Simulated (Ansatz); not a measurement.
Input:

```
CdS
1.0
    4.00948     0.00000     0.00000
    0.00000     4.00948     0.00000
    2.00474    -2.00474     2.94182
Cd S
1 1
Direct
  0.00000   0.00000   0.00000
  0.75000   0.75000   0.50000
```

No spin polarisation.

The values are results of Kohn–Sham DFT with the LDA functional, run in Ansatz (a program for electronic structure) with PAW and 420 eV plane waves, no spin-orbit coupling, not measurements. k-mesh 10×10×10 (Γ-centred); smearing 0.05 eV (Fermi–Dirac).

Problem. Predict the band gap, valence-band top at Γ and pressure.

Solution. The band gap is 0.92 eV and the valence-band top at Γ (three highest levels, from the VBM) comes out as 0.00, 0.00, -0.13 eV. The pressure (mean of the normal stresses, compression positive) is 0.54 GPa.

The cells carry an imposed strain or load. No phonon test of stability was made. The cell was made from CdS in the zinc blende structure (space group F-43m, No. 216) by this change: biaxial strain −1.50 %, plane normal [001], relaxed out of plane.
